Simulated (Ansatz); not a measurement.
## Effect of biaxial strain +2.00 %, plane normal [001], relaxed out of plane on Ru

The reference is Ru in the hcp (Mg type) structure (space group P6_3/mmc, No. 194; a = 2.722 Å, c = 4.294 Å; relaxed with 0.1 eV smearing). Axes: x lies along a and z along c of the hexagonal cell.

Modification: biaxial strain +2.00 %, plane normal [001], relaxed out of plane (Cartesian); in-plane vectors clamped, the third vector and the atoms free.

All numbers come from PBE (Ansatz, a first-principles code, PAW, no spin-orbit coupling). Γ-centred 24×24×14 mesh, Fermi–Dirac width 0.1 eV.

The volume per atom increases by 0.40 Å³, from 13.78 Å³ to 14.18 Å³ and the shortest interatomic distance stays 2.661 Å. The pressure (mean of the normal stresses, compression positive) goes from zero to -7.7 GPa and the band gap remains zero. The out-of-plane strain amounts to -1.07 % and the mean in-plane stress (compression positive) comes out as -11.5 GPa.

Stability against distortions was not tested. All final runs are without spin polarisation.
